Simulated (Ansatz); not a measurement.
The parent structure is GaN in the wurtzite structure (space group P6_3mc, No. 186; a = 3.152 Å, c = 5.138 Å). Axes: x lies along a and z along c of the hexagonal cell.

Method: Kohn–Sham DFT with the LDA functional, run in Ansatz (a first-principles code) with PAW and 420 eV plane waves, scalar-relativistic without spin-orbit coupling.

Strains are applied to the cell and any free atomic positions relax.

One change was made to it. Results:

The width of the top valence band increases by 0.05 eV (2.92 eV → 2.97 eV); the valence-band top at Γ (three highest levels, from the VBM) changes from 0.00, 0.00, -0.05 eV to 0.00, -0.06, -0.06 eV; the energy rises by 4.6 meV/atom; the band gap rises by 0.13 eV to 2.26 eV.

### Question
Which of these changes matches the shifts?
A. uniaxial strain ε_zz = −0.60 %
B. uniaxial strain ε_zz = −2.40 %
C. uniaxial strain ε_zz = −1.20 %
D. uniaxial strain ε_zz = −1.80 %

### Answer
D, uniaxial strain ε_zz = −1.80 %. For comparison, the valence-band top at Γ in the other runs: uniaxial strain ε_zz = −2.40 % gives 0.00, -0.09, -0.09 eV; uniaxial strain ε_zz = −0.60 % gives 0.00, 0.00, -0.02 eV; uniaxial strain ε_zz = −1.20 % gives 0.00, -0.02, -0.02 eV.

Whether these cells are dynamically stable was not tested.
